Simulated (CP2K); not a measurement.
**Input and output of a self-consistent single point for LaBiSe2O (P4/nmm, 10 atoms in the cell) (CP2K)**

Method of the run: PBEsol, GPW, DZVP-MOLOPT-SR-GTH basis, GTH-PBE potentials (GTH_POTENTIALS) run with CP2K.

The input file:

```
&GLOBAL
  PROJECT scf
  RUN_TYPE ENERGY_FORCE
  PRINT_LEVEL MEDIUM
&END GLOBAL
&FORCE_EVAL
  METHOD Quickstep
  STRESS_TENSOR ANALYTICAL
  &DFT
    BASIS_SET_FILE_NAME BASIS_MOLOPT
    BASIS_SET_FILE_NAME BASIS_MOLOPT_UCL
    POTENTIAL_FILE_NAME GTH_POTENTIALS
    &QS
      METHOD GPW
      EPS_DEFAULT 1E-10
    &END QS
    &MGRID
      CUTOFF 500
      REL_CUTOFF 40
      NGRIDS 5
    &END MGRID
    &SCF
      SCF_GUESS ATOMIC
      EPS_SCF 1E-7
      MAX_SCF 100
      ADDED_MOS 12
      &DIAGONALIZATION
        ALGORITHM STANDARD
      &END DIAGONALIZATION
      &MIXING
        METHOD BROYDEN_MIXING
        ALPHA 0.2
        NBUFFER 12
      &END MIXING
      &SMEAR ON
        METHOD GAUSSIAN
        SIGMA [eV] 0.01
      &END SMEAR
    &END SCF
    &KPOINTS
      SCHEME MONKHORST-PACK 4 4 1
      GAMMA_CENTERED T
    &END KPOINTS
    &XC
      &XC_FUNCTIONAL
        &PBE
          PARAMETRIZATION PBESOL
        &END PBE
      &END XC_FUNCTIONAL
    &END XC
    &PRINT
      &MO
        EIGENVALUES T
        OCCUPATION_NUMBERS T
        NDIGITS 8
        FILENAME mo
        &EACH
          QS_SCF 0
        &END EACH
        ADD_LAST NUMERIC
      &END MO
      &MULLIKEN ON
      &END MULLIKEN
    &END PRINT
  &END DFT
  &SUBSYS
    &CELL
      ABC 4.15404000 4.15404000 14.84367000
      ALPHA_BETA_GAMMA 90.00000000 90.00000000 90.00000000
      PERIODIC XYZ
    &END CELL
    &COORD
      SCALED
      La       0.00000000     0.50000000     0.91833000
      La       0.50000000     0.00000000     0.08167000
      Bi       0.00000000     0.50000000     0.36734000
      Bi       0.50000000     0.00000000     0.63266000
      Se       0.00000000     0.50000000     0.18844000
      Se       0.50000000     0.00000000     0.81156000
      Se       0.00000000     0.50000000     0.60668000
      Se       0.50000000     0.00000000     0.39332000
      O        0.00000000     0.00000000     0.00000000
      O        0.50000000     0.50000000     0.00000000
    &END COORD
    &KIND La
      BASIS_SET DZVP-MOLOPT-SR-GTH-q11
      POTENTIAL GTH-PBE-q11
    &END KIND
    &KIND Bi
      BASIS_SET DZVP-MOLOPT-SR-GTH-q5
      POTENTIAL GTH-PBE-q5
    &END KIND
    &KIND Se
      BASIS_SET DZVP-MOLOPT-SR-GTH-q6
      POTENTIAL GTH-PBE-q6
    &END KIND
    &KIND O
      BASIS_SET DZVP-MOLOPT-SR-GTH-q6
      POTENTIAL GTH-PBE-q6
    &END KIND
  &END SUBSYS
  &PRINT
    &FORCES ON
    &END FORCES
    &STRESS_TENSOR ON
    &END STRESS_TENSOR
  &END PRINT
&END FORCE_EVAL
```

Output, abridged:

```
 GLOBAL| Method name                                                        CP2K
 GLOBAL| Project name                                                        scf
 GLOBAL| Run type                                                   ENERGY_FORCE

 CELL| Volume [angstrom^3]:                                           256.143087
 CELL| Vector a [angstrom]:       4.154     0.000     0.000   |a| =     4.154040
 CELL| Vector b [angstrom]:       0.000     4.154     0.000   |b| =     4.154040
 CELL| Vector c [angstrom]:       0.000     0.000    14.844   |c| =    14.843670
 CELL| Angle (b,c), alpha [degree]:                                    90.000000
 CELL| Angle (a,c), beta  [degree]:                                    90.000000
 CELL| Angle (a,b), gamma [degree]:                                    90.000000
 CELL| Numerically orthorhombic:                                             YES
 CELL| Periodicity                                                           XYZ

 DFT| Spin restricted Kohn-Sham (RKS) calculation                            RKS
 DFT| Multiplicity                                                             1
 DFT| Number of spin states                                                    1
 DFT| Charge                                                                   0
 DFT| XC density smoothing                                                  NONE
 DFT| XC derivatives                                                          PW

 QS| Method:                                                                 GPW
 QS| Density plane wave grid type                        NON-SPHERICAL FULLSPACE
 QS| Number of grid levels:                                                    5
 QS| Density cutoff [a.u.]:                                                250.0
 QS| Multi grid cutoff [a.u.]: 1) grid level                               250.0
   [... lines left out ...]
 BRILLOUIN|     5           0.12500        0.00000       -0.25000        0.00000
 BRILLOUIN|     6           0.06250        0.00000        0.00000        0.00000
 BRILLOUIN|     7           0.06250        0.00000        0.50000        0.00000
 BRILLOUIN|     8           0.12500        0.50000       -0.25000        0.00000
 BRILLOUIN|     9           0.06250        0.50000        0.00000        0.00000
 BRILLOUIN|    10           0.06250        0.50000        0.50000        0.00000
 *******************************************************************************

 Extrapolation method: initial_guess

 Re-scaling the density matrix to get the right number of electrons
                  # Electrons              Trace(P)               Scaling factor
                           68                68.000                        1.000

 Number of electrons:                                                         68
 Number of occupied orbitals:                                                 34
 Number of molecular orbitals:                                                46

 Number of orbital functions:                                                156
 Number of independent orbital functions:                                    156
 SCF WAVEFUNCTION OPTIMIZATION

  Step     Update method      Time    Convergence         Total energy    Change
     1 NoMix/Diag. 0.20E+00      -     2.20150903      -144.8419166389 -1.45E+02
     2 Broy./Diag. 0.20E+00      -     0.23298737      -140.0840217834  4.76E+00
     3 Broy./Diag. 0.20E+00      -     0.20078726      -142.9757991023 -2.89E+00
     4 Broy./Diag. 0.20E+00      -     0.09895483      -144.4305223818 -1.45E+00
     5 Broy./Diag. 0.20E+00      -     0.06947338      -144.0138525905  4.17E-01
     6 Broy./Diag. 0.20E+00      -     0.04253618      -144.4608411867 -4.47E-01
     7 Broy./Diag. 0.20E+00      -     0.01997982      -144.2163742170  2.44E-01
   [... 7 lines left out ...]
    15 Broy./Diag. 0.20E+00      -     0.00000599      -144.3587557566  5.57E-05
    16 Broy./Diag. 0.20E+00      -     0.00000113      -144.3586929080  6.28E-05
    17 Broy./Diag. 0.20E+00      -     0.00000053      -144.3586998591 -6.95E-06
    18 Broy./Diag. 0.20E+00      -     0.00000029      -144.3587023192 -2.46E-06
    19 Broy./Diag. 0.20E+00      -     0.00000009      -144.3587054179 -3.10E-06
  *** SCF run converged in    19 steps ***

  Electronic density on regular grids:        -68.0000000002       -0.0000000002
  Core density on regular grids:               67.9999999888       -0.0000000112
  Total charge density on r-space grids:       -0.0000000115
  Total charge density g-space grids:          -0.0000000115

  Overlap energy of the core charge distribution:               0.00000000277864
  Self energy of the core charge distribution:               -313.61808373980750
  Core Hamiltonian energy:                                     71.07734320981110
  Hartree energy:                                             124.68583856925721
  Exchange-correlation energy:                                -26.50380345994779
  Smearing free energy correction:                             -0.00000000000000
  Fermi energy:                                                 0.18781122288098

  Total energy:                                              -144.35870541790837
  Total energy (extrapolated to sigma->0):                   -144.35870541790837

                     Mulliken Population Analysis

 #  Atom  Element  Kind  Atomic population                           Net charge
       1     La       1         10.119296                              0.880704
       2     La       1         10.119296                              0.880704
       3     Bi       2          4.474077                              0.525923
       4     Bi       2          4.474077                              0.525923
       5     Se       3          6.340479                             -0.340479
       6     Se       3          6.340479                             -0.340479
       7     Se       3          6.418703                             -0.418703
       8     Se       3          6.418703                             -0.418703
       9     O        4          6.647445                             -0.647445
      10     O        4          6.647445                             -0.647445
 # Total charge                             68.000000                 -0.000000

 ENERGY| Total FORCE_EVAL ( QS ) energy [hartree]           -144.358706242195012

   [... lines left out ...]
 FORCES|      1  5.12842463E-10  5.11474959E-10 -3.81522479E-04   3.81522479E-04
 FORCES|      2  5.15439453E-10  5.16831800E-10  3.81499934E-04   3.81499934E-04
 FORCES|      3 -1.70933964E-12 -1.92665210E-12  8.33989227E-04   8.33989227E-04
 FORCES|      4 -9.92104706E-13 -7.69404599E-13 -8.33987844E-04   8.33987844E-04
 FORCES|      5  2.95461332E-11  2.88255200E-11 -7.03417753E-03   7.03417753E-03
 FORCES|      6 -2.49946000E-11 -2.42535657E-11  7.03418308E-03   7.03418308E-03
 FORCES|      7  7.34373764E-12  6.91350962E-12 -7.08014377E-03   7.08014377E-03
 FORCES|      8 -1.12195219E-11 -1.07937174E-11  7.08013613E-03   7.08013613E-03
 FORCES|      9  5.21957778E-10  5.98183179E-10 -2.87013173E-08   2.87122949E-08
 FORCES|     10  5.97173435E-10  5.20593961E-10  4.69667227E-08   4.69734039E-08
 FORCES| Sum     2.14538743E-09  2.14507959E-09 -4.98901356E-09
 FORCES| Total atomic force                                       5.83903331E-09

 STRESS| Analytical stress tensor [bar]
 STRESS|                        x                   y                   z
 STRESS|      x       -8.11055987305E+03   1.43183421644E-04   7.20258732445E-05
 STRESS|      y        1.43183421644E-04  -8.11051808786E+03   7.18120255554E-05
 STRESS|      z        7.20258732445E-05   7.18120255554E-05  -1.12308615088E+04
 STRESS| 1/3 Trace                                            -9.15064648992E+03
```

The run converged in 19 iterations.

The starting cell comes from a database of computed structures (which also holds hypothetical and non-ambient phases and stackings), without a prior relaxation at this level. Values carry the incompleteness of an atom-centred basis. The potentials were made for another functional than the one used.

Cost on one core of a shared machine: roughly 70 s.
